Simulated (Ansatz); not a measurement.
## Rb2PtP2 (space group Cmcm, No. 63; a cell from a computed database, its experimental status unchecked)

```cif
data_P8Pt4Rb8
_chemical_formula_sum 'Rb8 P8 Pt4'
_space_group_name_H-M_alt 'Cmcm'
_space_group_IT_number 63
_space_group_name_Hall '-C 2c 2'
_cell_length_a 6.55239
_cell_length_b 14.38126
_cell_length_c 6.16155
_cell_angle_alpha 90.000
_cell_angle_beta 90.000
_cell_angle_gamma 90.000
loop_
_space_group_symop_operation_xyz
  'x, y, z'
  '-x, -y, -z'
  '-x, -y, z+1/2'
  'x, y, -z+1/2'
  'x, -y, -z'
  '-x, y, z'
  '-x, y, -z+1/2'
  'x, -y, z+1/2'
  'x+1/2, y+1/2, z'
  '-x+1/2, -y+1/2, -z'
  '-x+1/2, -y+1/2, z+1/2'
  'x+1/2, y+1/2, -z+1/2'
  'x+1/2, -y+1/2, -z'
  '-x+1/2, y+1/2, z'
  '-x+1/2, y+1/2, -z+1/2'
  'x+1/2, -y+1/2, z+1/2'
loop_
_atom_site_label
_atom_site_type_symbol
_atom_site_symmetry_multiplicity
_atom_site_Wyckoff_symbol
_atom_site_fract_x
_atom_site_fract_y
_atom_site_fract_z
_atom_site_occupancy
Rb1 Rb 4 c 0.00000 0.21085 0.75000 1
Rb2 Rb 4 c 0.00000 0.42029 0.25000 1
P1 P 8 g 0.16649 0.10379 0.25000 1
Pt1 Pt 4 a 0.00000 0.00000 0.00000 1
```
(The calculation used a cell of 10 atoms; values per cell refer to that cell.)

Computed with r2SCAN (Ansatz, a first-principles code; PAW; 500 eV plane waves; scalar-relativistic without spin-orbit coupling), earlier PAW set. k-mesh 6×6×6 (Γ-centred); smearing 0.05 eV (Fermi–Dirac).

The volume per atom is 29.03 Å³. The density comes out as 4.90 g/cm³ and the band gap is 1.02 eV, indirect, Γ → k = (0.167, 1/3, 1/3) in the run's primitive reciprocal basis. The total energy comes out as -4123.173 eV/atom (σ→0; compares only within this code and set-up).

With Pt present, leaving out spin-orbit coupling can change the band edges. Whether these cells are dynamically stable was not tested.
